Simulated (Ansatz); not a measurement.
Base system: GaAs in the zinc blende structure (space group F-43m, No. 216; a = 5.659 Å). Axes: x, y, z lie along the cube axes.

Modification: uniaxial stress, 2 GPa tension along z; all other stress components relax to zero.

All numbers come from PBEsol (Ansatz, a program for electronic structure), without spin-orbit coupling, earlier PAW set.

### Question
Give the band edges at the high-symmetry points of the new zone, measured from its valence-band maximum.

### Answer
```csv
point,valence edge (eV),conduction edge (eV)
Γ,0.00,0.28
X,-2.76,1.26
P,-3.37,4.24
N,-1.06,0.82
M,-2.57,1.45
S,-2.10,2.04
S₀,-2.10,2.04
R,-3.38,4.42
G,-3.38,4.42
```

The gap is 0.28 eV, direct at Γ.

Load acts through the strain it causes; cell and atoms are relaxed under it. Stability under load was not tested beyond the relaxation. A zero or small gap of GaAs under uniaxial stress, 2 GPa tension along z can be the functional's error rather than a property of the material. k-point labels follow each cell's own Brillouin zone.
